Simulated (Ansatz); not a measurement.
The starting structures come from a database of crystals and need not be the phases stable at ambient conditions.

# Evanescent states of MgSe (F-43m, zinc blende, not sure to be the ambient phase, 2 atoms a cell, 26.2 Å³ an atom) along the normal of (111)

The numbers are results of r2SCAN (plane waves, PAW; Ansatz, a first-principles code), not measurements.

The gap is the functional's own, uncorrected, and κ follows it; spin-orbit coupling is left out. Mid-gap values are interpolated between the computed energies.

Energies count from the valence-band top; κ is the least over a 12×12 mesh across the current.

```tsv
E (eV)	κ (1/Å)	where
0.08	0.066	Γ
0.24	0.111	Γ
0.40	0.139	Γ
0.56	0.160	Γ
0.72	0.175	Γ
0.88	___	Γ
1.04	___	Γ
1.20	___	Γ
1.36	___	Γ
1.52	___	Γ
1.68	___	Γ
1.84	___	Γ
2.00	___	Γ
2.16	___	Γ
2.32	___	Γ
2.48	___	Γ
2.64	0.174	Γ
2.80	0.158	Γ
2.96	0.138	Γ
3.12	0.110	Γ
3.28	0.064	Γ
```

Problem. What belongs in the gaps?

Solution. 
- 0.88, κ (1/Å): 0.187
- 1.04, κ (1/Å): 0.196
- 1.20, κ (1/Å): 0.203
- 1.36, κ (1/Å): 0.208
- 1.52, κ (1/Å): 0.210
- 1.68, κ (1/Å): 0.211
- 1.84, κ (1/Å): 0.210
- 2.00, κ (1/Å): 0.207
- 2.16, κ (1/Å): 0.202
- 2.32, κ (1/Å): 0.195
- 2.48, κ (1/Å): 0.186
